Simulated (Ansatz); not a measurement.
For cubic perovskite CsCdCl3, r²SCAN+SOC (PAW; Ansatz, a quantum-chemistry and plane-wave program) gives:

| Quantity | Result |
|---|---|
| lattice parameter a | 5.257 Å |
| bulk modulus | 35.6 GPa |
| band gap at the measured cell | 2.53 eV |

Problem. What does HSE06 in Ansatz (PAW) give for the same quantities?

Solution. 
- lattice constant a: 5.284 Å (rises by 0.5 %)
- bulk modulus: 32.5 GPa (falls by 8.7 %)
- band gap at the measured cell: 3.19 eV (rises by 0.66 eV)

Changes are worked out from the printed values.

Unless a cell is named, each level is at its own relaxed cell (r²SCAN+SOC 29.06, HSE06 29.51 Å³/atom).

Spin–orbit coupling is included only where a level's name says +SOC; with heavier elements it mostly lowers gaps and can invert bands. Density-functional gaps are differences of (generalised) Kohn–Sham levels.

Ansatz's density-functional and Hartree–Fock values are scalar-relativistic unless marked +SOC, with PAW data made under PBE.
